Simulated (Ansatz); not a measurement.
This concerns the energy of the reaction as written. Reaction: 76 Al (fcc) + 32 Zn (hcp) → cell A. A negative value means that the right-hand side lies lower.

Cell A: a cell of 108 sites of Al (fcc, Fm-3m) with composition Al76Zn32, with 0 sites empty, 32 held by another element and 0 atoms off the sites; spin state with PBE: run without spin, k-point mesh 3×3×3.
```xyz
108
Lattice="12.1233 0.0000 0.0000 0.0000 12.1233 0.0000 0.0000 0.0000 12.1233" Properties=species:S:1:pos:R:3 pbc="T T T"
Al    -0.0086     0.0053     0.0004
Al    -0.0031     2.0304     2.0189
Al     2.0261     0.0129     2.0190
Zn     2.0197     2.0217     0.0009
Al    -0.0005     0.0005     4.0439
Al    -0.0004     2.0118     6.0618
Al     2.0215     0.0118     6.0641
Al     2.0182     2.0201     4.0498
Al    -0.0010     0.0059     8.0901
Al    -0.0031     2.0176    10.1042
Al     2.0281    -0.0085    10.1137
Zn     2.0167     2.0143     8.0903
Al     0.0021     4.0398    -0.0062
Al    -0.0053     6.0557     2.0250
Al     2.0222     4.0319     2.0174
Al     2.0270     6.0689    -0.0031
Zn     0.0017     4.0311     4.0448
Zn     0.0142     6.0529     6.0410
Zn     2.0141     4.0256     6.0597
Zn     2.0222     6.0579     4.0331
Al     0.0172     4.0357     8.0768
Al     0.0111     6.0658    10.1067
Al     2.0221     4.0374    10.1101
Al     2.0211     6.0748     8.0622
Al     0.0110     8.0880     0.0010
Al     0.0094    10.1032     2.0318
Al     2.0208     8.0835     2.0112
Zn     2.0299    10.1073     0.0055
Zn     0.0075     8.0827     4.0417
Al    -0.0085    10.1059     6.0521
Zn     2.0066     8.0877     6.0411
Al     2.0232    10.1072     4.0484
Zn     0.0025     8.0766     8.0764
Al    -0.0010    10.0990    10.1048
Al     2.0283     8.0973    10.1166
Al     2.0145    10.0950     8.0759
Al     4.0473     0.0115     0.0056
Zn     4.0393     2.0197     2.0195
Al     6.0585     0.0125     2.0222
Zn     6.0608     2.0174    -0.0079
Al     4.0437     0.0047     4.0455
Zn     4.0333     2.0124     6.0615
Al     6.0645     0.0016     6.0675
Al     6.0627     2.0199     4.0470
Al     4.0394    -0.0063     8.0830
Al     4.0433     2.0249    10.1031
Al     6.0614    -0.0041    10.1094
Al     6.0611     2.0165     8.0818
Al     4.0468     4.0374    -0.0049
Al     4.0381     6.0627     2.0136
Al     6.0489     4.0264     2.0225
Al     6.0604     6.0674    -0.0025
Al     4.0307     4.0423     4.0584
Zn     4.0317     6.0603     6.0584
Al     6.0628     4.0246     6.0583
Al     6.0470     6.0624     4.0463
Al     4.0316     4.0371     8.0733
Al     4.0388     6.0591    10.1103
Zn     6.0569     4.0255    10.1026
Al     6.0586     6.0632     8.0846
Al     4.0334     8.0894     0.0029
Al     4.0374    10.1012     2.0210
Al     6.0662     8.0842     2.0182
Al     6.0715    10.1032     0.0052
Al     4.0322     8.0756     4.0543
Zn     4.0457    10.1112     6.0579
Zn     6.0633     8.0978     6.0662
Al     6.0573    10.1023     4.0462
Al     4.0379     8.0950     8.0662
Zn     4.0438    10.1053    10.1189
Al     6.0676     8.0976    10.1121
Zn     6.0697    10.1066     8.0815
Al     8.0918     0.0038     0.0008
Al     8.0894     2.0247     2.0212
Al    10.0992    -0.0109     2.0286
Zn    10.1085     2.0181    -0.0027
Al     8.0808     0.0005     4.0484
Al     8.0861     2.0149     6.0586
Al    10.0995     0.0028     6.0566
Al    10.1008     2.0194     4.0499
Al     8.0867     0.0037     8.0803
Al     8.0844     2.0071    10.1054
Zn    10.0999     0.0075    10.1000
Al    10.1023     2.0107     8.0743
Al     8.0739     4.0313    -0.0128
Al     8.0828     6.0538     2.0297
Zn    10.1072     4.0287     2.0178
Al    10.0901     6.0644    -0.0036
Zn     8.0817     4.0246     4.0450
Al     8.0783     6.0683     6.0513
Al    10.1002     4.0424     6.0496
Zn    10.1099     6.0556     4.0383
Al     8.0788     4.0303     8.0823
Zn     8.0655     6.0558    10.0993
Al    10.1044     4.0458    10.0956
Zn    10.1098     6.0546     8.0852
Zn     8.0867     8.0919     0.0019
Zn     8.0679    10.1154     2.0267
Al    10.0932     8.0939     2.0293
Zn    10.1014    10.1099    -0.0026
Zn     8.0766     8.0972     4.0374
Al     8.0913    10.0992     6.0580
Al    10.1133     8.0715     6.0489
Zn    10.0977    10.1158     4.0424
Zn     8.0871     8.0785     8.0787
Al     8.0926    10.1134    10.1041
Al    10.0978     8.0775    10.1045
Al    10.1118    10.1047     8.0808
```

Reference: Al (fcc, Fm-3m), 108 atoms in the cell, the relaxed perfect crystal repeated, atoms not moved again, k-point mesh 3×3×3 on the run's own vectors.

Reference: Zn (hcp, P6₃/mmc), 2 atoms in the cell, k-point mesh 30×30×12 on the run's own vectors. Conventional cell: a = b = 2.6474 Å, c = 5.0189 Å, α = β = 90.00°, γ = 120.00°.

Plane-wave PAW calculations with Ansatz (a program for electronic structure), its default PAW set, cutoff 420 eV, 500 eV for r2SCAN. The structures are at rest with PBE, within the held lattices; other levels are single points on them. Neutral cells; Fermi-Dirac smearing of at most 0.10 eV in the solids, energies taken to zero width. The lattices are those relaxed with PBE, so at other levels the solids can be strained, which adds to the spread. Larger cells are relaxed from a start prepared with the learned potential CHGNet, on a coarser mesh till forces fall under 0.03 eV/Å, which some starts already meet. A dispersion term (D3(BJ), or D4 for r2SCAN) was computed beside these levels and is taken off wherever the name lacks it. The PAW files were made for PBE and serve at the other functionals too. Space groups of crystals are read within 0.01 Å. Static lattices, no vibrational contributions. Cells are local rest points, mostly with their start's symmetry. No correction for cell size.

**Question.** Predict the value from PBE.

**Answer.** 1.92 eV, for 76 Al (fcc) + 32 Zn (hcp) → cell A.

**Question.** List the value at the remaining levels and say how far they part.

**Answer.** 
```json
[
 {"Level": "r2SCAN", "value (eV)": "3.46", "less PBE": "1.54"}
]
```

The levels shown span 1.54 eV, from PBE (1.92) to r2SCAN (3.46).
